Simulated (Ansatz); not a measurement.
# Response to strain in MgB2

The reference is MgB2 (space group P6/mmm, No. 191; a = 3.075 Å, c = 3.525 Å; relaxed with 0.1 eV smearing). Axes: x lies along a and z along c of the hexagonal cell.

Strains are applied to the cell and any free atomic positions relax; under biaxial strain the out-of-plane vector relaxes too.

All numbers come from PBE/PAW in Ansatz (an electronic-structure program), no SOC.

Candidates:
(a) biaxial strain +3.00 %, plane normal [001], relaxed out of plane
(b) biaxial strain −0.50 %, plane normal [001], relaxed out of plane
(c) biaxial strain +1.50 %, plane normal [001], relaxed out of plane
(d) biaxial strain −1.50 %, plane normal [001], relaxed out of plane
(e) biaxial strain +2.50 %, plane normal [001], relaxed out of plane

Task: Order them by out-of-plane strain, lowest first.

Result: (a) biaxial strain +3.00 %, plane normal [001], relaxed out of plane (-0.85 %), (e) biaxial strain +2.50 %, plane normal [001], relaxed out of plane (-0.69 %), (c) biaxial strain +1.50 %, plane normal [001], relaxed out of plane (-0.40 %), (b) biaxial strain −0.50 %, plane normal [001], relaxed out of plane (+0.13 %), (d) biaxial strain −1.50 %, plane normal [001], relaxed out of plane (+0.36 %)

No phonon test of stability was made. All final runs are without spin polarisation.
